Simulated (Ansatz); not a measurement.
Take C in the diamond structure (space group Fd-3m, No. 227; a = 3.5603 Å) as the base. Axes: x, y, z lie along the cube axes.

Level of theory: plane-wave PAW DFT at the r2SCAN level (Ansatz, a program for electronic structure, 500 eV), no spin-orbit coupling, earlier PAW set.

Strains are applied to the cell and any free atomic positions relax; under biaxial strain the out-of-plane vector relaxes too; under stress the whole cell relaxes.

One change was made to it. Results:

| quantity | base | after |
|---|---|---|
| energy relative to the base (free energy F) | 0 meV/atom | +13 meV/atom |
| smallest direct gap | 5.89 eV | 5.32 eV |

Problem. What was done to the base?
A. biaxial strain +0.21 %, plane normal [110], relaxed out of plane
B. uniaxial strain ε_xx = +3.77 %
C. strain tensor (xx, yy, zz, yz, xz, xy) = (+0.05, −0.57, −0.80, −1.62, −0.08, −0.13) %
D. tensor shear ε_xy = +0.83 %
E. uniaxial stress, 3 GPa tension along x

Solution. C, strain tensor (xx, yy, zz, yz, xz, xy) = (+0.05, −0.57, −0.80, −1.62, −0.08, −0.13) %. For comparison, the energy relative to the base in the other runs: uniaxial strain ε_xx = +3.77 % gives +27 meV/atom; tensor shear ε_xy = +0.83 % gives +2.8 meV/atom; uniaxial stress, 3 GPa tension along x gives +0.1 meV/atom; biaxial strain +0.21 %, plane normal [110], relaxed out of plane gives +0.2 meV/atom.

A biaxial case was relaxed in a doubled cell and then solved in the primitive one. Beyond what the load breaks, stability against distortions was not tested.
